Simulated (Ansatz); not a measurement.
Results of dielectric-dependent PBEsol hybrid (PAW; Ansatz, a program for electronic structure) for Ta2O5 (within 0.1 Å of Cmmm, No. 65, 7 atoms in the cell; start mp-1238961).

Numerical settings: plane-wave cutoff 460 eV, 6×6×4 k mesh (along the axes of the cell as run), Fermi–Dirac smearing 0.01 eV, scalar-relativistic PAW data made under PBE.

Cell (relaxed with PBEsol):

```xyz
7
Lattice="3.8394 0.0000 -0.0296 0.0000 3.8600 0.0000 -1.8682 0.0000 6.5188" Properties=species:S:1:pos:R:3 pbc="T T T"
Ta     1.0008     0.0000     5.1447
Ta     0.9704     0.0000     1.3445
O      1.0017     1.9300     5.1889
O      0.9694     1.9300     1.3003
O     -0.9148     0.0000     5.6679
O      2.8860     0.0000     0.8213
O      0.9856     0.0000     3.2446
```

### Question
Give the computed band gap and smallest direct gap on the k points sampled.

### Answer

band gap: 3.73 eV (on the SCF k mesh)
smallest direct gap on the k points sampled: 4.31 eV

Note: cell and atoms aren't relaxed at this level (largest force component 0.08 eV/Å, pressure -3.5 GPa).

Spin–orbit coupling is not included.

Static lattice: no zero-point or thermal effects.

The result took roughly 6 core-minutes.

A start named mp-… is a Materials Project structure, which need not be a measured phase.
